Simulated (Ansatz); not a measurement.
Results of PBEsol in Ansatz (plane waves, PAW) for ZnIn2O4 (model structure, started from the defect chalcopyrite type, I-4, No. 82, 7 atoms in the cell).

Numerical settings: plane-wave cutoff 520 eV, 10×10×10 k mesh, Fermi–Dirac smearing 0.01 eV, scalar-relativistic PAW data made under PBE.

Cell (relaxed with PBEsol):

```cif
data_In4O8Zn2
_chemical_formula_sum 'In4 Zn2 O8'
_space_group_name_H-M_alt 'I-4'
_space_group_IT_number 82
_space_group_name_Hall 'I -4'
_cell_length_a 4.69496
_cell_length_b 4.69496
_cell_length_c 10.02742
_cell_angle_alpha 90.000
_cell_angle_beta 90.000
_cell_angle_gamma 90.000
loop_
_atom_site_label
_atom_site_type_symbol
_atom_site_symmetry_multiplicity
_atom_site_Wyckoff_symbol
_atom_site_fract_x
_atom_site_fract_y
_atom_site_fract_z
_atom_site_occupancy
In1 In 2 b 0.00000 0.00000 0.50000 1
In2 In 2 d 0.50000 0.00000 0.25000 1
Zn1 Zn 2 a 0.00000 0.00000 0.00000 1
O1 O 8 g 0.27802 0.24030 0.38700 1
```
(The calculation used a cell of 7 atoms; values per cell refer to that cell.)

Predict the band gap.


- band gap = 0.83 eV

Note: the relaxation could raise the start's symmetry but not lower it, so the cell can be a saddle point.

Spin–orbit coupling is not included.

Computed values are for the static lattice.

The result took very roughly 40 core-seconds.

A model structure was made by putting elements into a prototype or built by hand; it is no filed structure, need not be a known phase, and can be a saddle point held by its symmetry.

Ansatz is an electronic-structure program.
